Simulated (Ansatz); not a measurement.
**Effect of pressure 30 GPa on HfN**

Consider HfN in the rock salt structure (space group Fm-3m, No. 225; a = 4.5255 Å).

One thing is altered: cell and atoms relaxed at a pressure of 30 GPa.

The values are results of r2SCAN (Ansatz, an electronic-structure program, PAW, scalar-relativistic without spin-orbit coupling), not measurements. k-mesh 18×18×18 (Γ-centred); smearing 0.05 eV (Fermi–Dirac).

The volume per atom shrinks by 0.98 Å³ to 10.61 Å³ and the density increases by 1.27 g/cm³ (13.80 g/cm³ → 15.07 g/cm³). The lattice parameter a drops by 0.131 Å, from 4.525 Å to 4.394 Å and the shortest interatomic distance drops by 0.066 Å, from 2.263 Å to 2.197 Å. The enthalpy H = E + PV relative to the base's energy amounts to +2.07 eV/atom and the band gap stays zero.

Load acts through the strain it causes; cell and atoms are relaxed under it. Whether these cells are dynamically stable was not tested. Competing high-pressure phases were not computed. All final runs are without spin polarisation. An odd electron count without spin: HfN.
